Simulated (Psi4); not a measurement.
Psi4 1.11, M06-2X/def2-svp: Zr(OH)2(OMe)(OSiH3) (C[O][Zr]([OH])([OH])[O][SiH3]), 15 atoms. The geometry is a generated start, not checked to be a minimum at this level.

```yaml
task: gradient
method: m06-2x
basis: def2-svp
memory: 7 GB
scf_type: df (default)
guess: auto, which took SAD (default)
diis_max_vecs: 10 (default)
scf_initial_accelerator: adiis (default)
e_convergence: 1e-08 (default)
d_convergence: 1e-08 (default)
effective_core_potentials: those of the basis set, past Kr
basis functions (reference run): 159
grid points (reference run): 2721284
```

```xyz
15

Zr    -0.1198     0.6573    -0.0019
O      0.4729     2.4190     0.3355
H      0.4628     2.7976     1.2254
O     -1.1538     0.1011     1.4793
H     -1.7739    -0.6358     1.4027
O      1.3989    -0.4578    -0.0348
C      2.3445    -0.1463     0.9618
H      1.8681    -0.1511     1.9645
H      3.1350    -0.9088     0.9535
H      2.8030     0.8417     0.7673
O     -1.1038     0.4581    -1.6488
Si    -1.8981    -0.9210    -1.8202
H     -1.1417    -2.0337    -1.1348
H     -2.0467    -1.2014    -3.2511
H     -3.2475    -0.8187    -1.1984
```
Charge 0, spin multiplicity 1.

Yardstick: the run with dft_radial_points = 200, dft_spherical_points = 974, dft_pruning_scheme = none (default), which is not proven converged either. Single runs; times are not shown.

Settings tried, all else as in the reference:
- dft_radial_points = 75 (default), dft_spherical_points = 302 (default), dft_pruning_scheme = treutler
- dft_radial_points = 75 (default), dft_spherical_points = 302 (default)
- dft_radial_points = 150, dft_spherical_points = 770
- dft_radial_points = 99, dft_spherical_points = 590, dft_pruning_scheme = treutler
- dft_radial_points = 50, dft_spherical_points = 194
- dft_radial_points = 75 (default), dft_spherical_points = 302 (default), dft_pruning_scheme = robust
- dft_radial_points = 99, dft_spherical_points = 590
- dft_radial_points = 25, dft_spherical_points = 50
- dft_radial_points = 35, dft_spherical_points = 110
- dft_radial_points = 75 (default), dft_spherical_points = 434
- dft_radial_points = 99, dft_spherical_points = 590, dft_pruning_scheme = robust

Which settings reproduce the reference to 1.0 meV/atom in energy, 10 meV/Å in forces (largest component)?

Within it: dft_radial_points = 150, dft_spherical_points = 770. At the edge (between 0.75 and 1.33 times the tolerance): dft_radial_points = 99, dft_spherical_points = 590, dft_pruning_scheme = robust; dft_radial_points = 99, dft_spherical_points = 590. Outside: dft_radial_points = 75 (default), dft_spherical_points = 302 (default), dft_pruning_scheme = robust; dft_radial_points = 75 (default), dft_spherical_points = 302 (default); dft_radial_points = 75 (default), dft_spherical_points = 434; dft_radial_points = 75 (default), dft_spherical_points = 302 (default), dft_pruning_scheme = treutler; dft_radial_points = 99, dft_spherical_points = 590, dft_pruning_scheme = treutler; dft_radial_points = 50, dft_spherical_points = 194; dft_radial_points = 35, dft_spherical_points = 110; dft_radial_points = 25, dft_spherical_points = 50.

| setting | grid points | energy against the reference | difference in forces (largest component) |
|---|---|---|---|
| the reference | 2721284 | — | — |
| dft_radial_points = 150, dft_spherical_points = 770 | 1622589 | +0.021 meV/atom | 3.6 meV/Å |
| dft_radial_points = 99, dft_spherical_points = 590, dft_pruning_scheme = robust | 592879 | +0.056 meV/atom | 9.4 meV/Å |
| dft_radial_points = 99, dft_spherical_points = 590 | 824337 | +0.056 meV/atom | 9.4 meV/Å |
| dft_radial_points = 75 (default), dft_spherical_points = 302 (default), dft_pruning_scheme = robust | 227116 | +2.3 meV/atom | 45 meV/Å |
| dft_radial_points = 75 (default), dft_spherical_points = 302 (default) | 321376 | +2.3 meV/atom | 46 meV/Å |
| dft_radial_points = 75 (default), dft_spherical_points = 434 | 461592 | +2.2 meV/atom | 48 meV/Å |
| dft_radial_points = 75 (default), dft_spherical_points = 302 (default), dft_pruning_scheme = treutler | 186460 | +2.6 meV/atom | 56 meV/Å |
| dft_radial_points = 99, dft_spherical_points = 590, dft_pruning_scheme = treutler | 455455 | +0.40 meV/atom | 60 meV/Å |
| dft_radial_points = 50, dft_spherical_points = 194 | 139815 | +10 meV/atom | 110 meV/Å |
| dft_radial_points = 35, dft_spherical_points = 110 | 55680 | +32 meV/atom | 570 meV/Å |
| dft_radial_points = 25, dft_spherical_points = 50 | 18132 | −130 meV/atom | 1400 meV/Å |

Total energies are compared; such shifts often cancel in part in energy differences. The gradients leave out the derivatives of the grid weights. No test of the SCF solution's stability was run. The tolerance is a choice made for this comparison.
